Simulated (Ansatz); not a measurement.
Troubleshooting Ansatz (a first-principles code): a failed run on a (110) slab of YGe2 (cut from a parent of space group no. 139; 12 atoms in the cell). The aim is a self-consistent single point with DFT, LDA (PW92), plane waves, default PAW files made with PBE.

Cell that was meant: a = 5.2129 Å, b = 9.0219 Å, c = 12.6065 Å, α = 90.00°, β = 90.00°, γ = 90.00°.

Part of the input:

Ansatz 0.2 input:
```yaml
  mp_grid:
    grid: [3, 2, 1]
hamiltonian:
  xc: scan
  pseudopotentials:
    kind: paw
scf:
```

Output (repeated stretches shortened):

```
Error: YAML parse error: error: line 25 column 7: hamiltonian.xc: unknown variant `scan`, expected one of `lda`, `lda-pw`, `pw92`, `pbe`, `pbesol`, `rpbe`, `revpbe`, `blyp`, `pbe0`, `revpbe0`, `b3lyp`, `b3lyp5`, `hse06`, `wpbeh`, `hiss`, `lc_wpbe`, `cam_b3lyp`, `hf`, `r2scan`, `r2scanh`, `r2scan0`, `r2scan50`, `mr2scan`
  --> <input>:25:7
   |
23 |     grid: [3, 2, 1]
24 | hamiltonian:
25 |   xc: scan
   |       ^ hamiltonian.xc: unknown variant `scan`, expected one of `lda`, `lda-pw`, `pw92`, `pbe`, `pbesol`, `rpbe`, `revpbe`, `blyp`, `pbe0`, `revpbe0`, [...]
26 |   pseudopotentials:
27 |     kind: paw
   |
```

From the messages shown, name the fault and mend the input.

The fault is a value that the program does not know. The key takes a closed list of words, and names differ between codes. To fix it, use one of the words that the key accepts. The program stopped before any SCF iteration.

An input that runs soundly differs in these lines (not the only fix; some lines may just follow from the change or write a value another way):
```diff
-  xc: scan
+  xc: lda
```

With that input, the run converged in 10 iterations: free energy E − TS (on the zero of these files) -48707.5524 eV; Fermi level (on the code's own zero) 2.57 eV; pressure averaged over the cell with its vacuum -2.07 GPa; largest force (vector length) 0.742 eV/Å (DFT, LDA (PW92), plane waves, default PAW files made with PBE).

On the sound input: the starting cell was generated: these elements placed on a structure prototype, without a prior relaxation; it need not be a known phase or ordering of this composition. The slab is cut from that crystal, and its faces are unrelaxed. Spin polarisation is off, though cut faces can carry moments; the slab shows no gap. Without a gap this mesh is coarse (it stands for a supercell whose shortest in-plane vector is 16 Å).
